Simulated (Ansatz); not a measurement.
## Element substitutions in K2PtBr4

Base system: K₂PtBr₄ (space group P4/mmm, No. 123; a = 7.315 Å, c = 4.332 Å; a cell from a computed database, its experimental status unchecked).

Each row replaces one element on all its sites; cell and atoms are relaxed.

Method: PBEsol/PAW in Ansatz (a program for electronic structure), spin-orbit coupling left out, earlier PAW set.

```
variant  band gap  shortest interatomic distance     density  width of the top valence band
-------  --------  -----------------------------  ----------  -----------------------------
base      1.43 eV                        2.432 Å  4.25 g/cm³                        0.34 eV
Br → Cl   1.85 eV                        2.296 Å  3.45 g/cm³                        0.26 eV
K → Na    1.07 eV                        2.426 Å  4.76 g/cm³                        0.56 eV
K → Li    0.75 eV                        2.417 Å  5.01 g/cm³                        0.85 eV
```

Spin-orbit coupling, missing from the scalar runs, can matter with Pt. Stability against distortions was not tested. As relaxed here, Na2PtBr4 and Li2PtBr4 are hypothetical phases, not in the database extracts checked.
